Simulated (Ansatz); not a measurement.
Functionals compared on a constructed model of the (110) surface of bcc W, a pseudomorphic layer of Mg in the host's stacking (bottom of the slab: a bare face, its two planes held), in Ansatz (plane waves, PAW). The structure was relaxed with PBE; the other rows are single points on it. Cutoff 420 eV (500 eV for r2SCAN).

Set-up: 7 atoms, 14.0 Å thick at the start with caps and adatoms (thin: gaps and levels are the slab's own); mesh 14x14x1; 0.1 eV smearing; dipole correction on; 2 atoms held, the rest relaxed; start symmetry kept, larger cells not searched; no spin, no spin-orbit, no U. It is one candidate, not shown to be the stable structure of the face. These notes are the PBE run's.

```tsv
functional	work function of the top face (eV)	rough cost of the single point
PBE	4.00	–
RPBE	3.93	around 26 core-seconds (rough)
r2SCAN	…	about 60 core-seconds (a rough figure)
```

### Question
Complete the blanks.

### Answer

- r2SCAN, work function of the top face (eV): 4.08

Ansatz is a quantum-chemistry and plane-wave program.
